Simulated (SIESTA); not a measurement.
SIESTA run on Rb₂NaPdF₆ (Fm-3m, 10 atoms in the cell): self-consistent single point.

Method: SIESTA with LDA PW92, numerical atomic orbitals TZP, PseudoDojo LDA standard norm-conserving potentials (rewritten from UPF to PSML).

```
CELL_PARAMETERS angstrom
      0.00000     4.37078     4.37078
      4.37078     0.00000     4.37078
      4.37078     4.37078     0.00000
ATOMIC_POSITIONS crystal
  Rb 0.25000 0.25000 0.25000
  Rb 0.75000 0.75000 0.75000
  Na 0.50000 0.50000 0.50000
  Pd 0.00000 0.00000 0.00000
  F  0.23628 0.23628 0.76372
  F  0.76372 0.76372 0.23628
  F  0.76372 0.23628 0.23628
  F  0.23628 0.76372 0.76372
  F  0.23628 0.76372 0.23628
  F  0.76372 0.23628 0.76372
```
Moments meant for the start (each program seeds them in its own way; μB, in the order of the atoms Rb Rb Na Pd F F F F F F): 0.0 0.0 0.0 1.0 0.0 0.0 0.0 0.0 0.0 0.0.

Reference input (self-consistent single point, DFT, LDA PW92, numerical atomic orbitals TZP, PseudoDojo LDA standard norm-conserving potentials (rewritten from UPF to PSML)): XC.functional = LDA; XC.authors = PW92; potentials = PseudoDojo LDA standard; PAO.BasisSize = TZP; PAO.EnergyShift = 0.01 Ry; MeshCutoff = 300 Ry; kgrid.MonkhorstPack = 5 5 5 shifted by 0.5 0.5 0.5; OccupationFunction = MP; OccupationMPOrder = 0; ElectronicTemperature = 3156.43 K; Spin = polarized; MaxSCFIterations = 150. This run's input differs from it in these lines:

```diff
@@ -36,3 +36,3 @@
 PAO.EnergyShift              0.01 Ry
-MeshCutoff                   300 Ry
+MeshCutoff                   120 Ry
 %block kgrid.MonkhorstPack
```

The program printed (abridged):

```
        iscf     Eharris(eV)        E_KS(eV)     FreeEng(eV)     dDmax    Ef(eV) dHmax(eV)
   scf:    1   -10388.454283   -10395.570255   -10395.749504  2.084719 -4.482359 15.366391
     spin moment: {S} , |S| = {        0.0        0.0    0.74375 }     0.74375
   scf:    2   -10403.536237   -10399.899252   -10400.077266  0.085193 -5.330521  9.720618
     spin moment: {S} , |S| = {        0.0        0.0    0.74298 }     0.74298
   scf:    3   -10402.628468   -10402.933701   -10403.108431  0.200130 -6.570259  2.181957
     spin moment: {S} , |S| = {        0.0        0.0    0.68407 }     0.68407
   [... lines left out ...]
     spin moment: {S} , |S| = {        0.0        0.0    0.91381 }     0.91381
   scf:   14   -10403.203031   -10403.201986   -10403.350246  0.000356 -6.502959  0.003385
     spin moment: {S} , |S| = {        0.0        0.0    0.92045 }     0.92045
   scf:   15   -10403.203012   -10403.202498   -10403.350249  0.000181 -6.505007  0.000347
     spin moment: {S} , |S| = {        0.0        0.0    0.92373 }     0.92373
   scf:   16   -10403.202436   -10403.202467   -10403.350249  0.000028 -6.504912  0.000321
     spin moment: {S} , |S| = {        0.0        0.0    0.92353 }     0.92353
SCF Convergence by DM+H criterion
max |DM_out - DM_in|         :     0.0000280691
max |H_out - H_in|      (eV) :     0.0003214458
SCF cycle converged after 16 iterations

Using DM_out to compute the final energy and forces

siesta: E_KS(eV) =           -10403.2025

siesta: E_KS - E_eggbox =    -10403.2025

siesta: Atomic forces (eV/Ang):
     1   -0.000246   -0.000246   -0.000246
     2    0.000246    0.000246    0.000246
     3   -0.000000   -0.000000   -0.000000
     4    0.000000    0.000000    0.000000
     5   -0.000014   -0.000014   -0.511460
     6    0.000014    0.000014    0.511460
     7   -0.511454   -0.000014   -0.000014
     8    0.511454    0.000014    0.000014
     9   -0.000014   -0.511454   -0.000014
    10    0.000014    0.511454    0.000014
   Tot    0.000000    0.000000    0.000000
   Max    0.511460
   [... lines left out ...]
siesta: FreeEng =    -10403.350249
siesta: Cell volume =        166.996295 Ang**3
siesta:         -71.22351128        -93.85804995  kBar
   [... lines left out ...]
     3     0.012327    8.987673    0.028681  Na
     4     0.318976   17.681024    0.577921  Pd
     5    -0.247408    7.247408    0.054376  F
     6    -0.247408    7.247408    0.054376  F
     7    -0.247409    7.247409    0.054376  F
     8    -0.247409    7.247409    0.054376  F
     9    -0.247409    7.247409    0.054376  F
    10    -0.247409    7.247409    0.054376  F
 Total     0.000000                0.923533
```

The run converged in 16 iterations. Against the reference run the free energy stays essentially unchanged (within 1 meV/atom), the pressure moves little (-7.14 to -7.12 GPa), the largest force goes from 0.484 to 0.511 eV/Å and the size of the net moment stays at 0.09 μB/atom.

The starting cell comes from a database of computed structures (which also holds hypothetical and non-ambient phases and stackings), without a prior relaxation at this level. With one magnetic atom in the cell only a parallel order is possible. Values carry the incompleteness of an atom-centred basis.

Cost on one core of a shared machine: roughly 60 s.
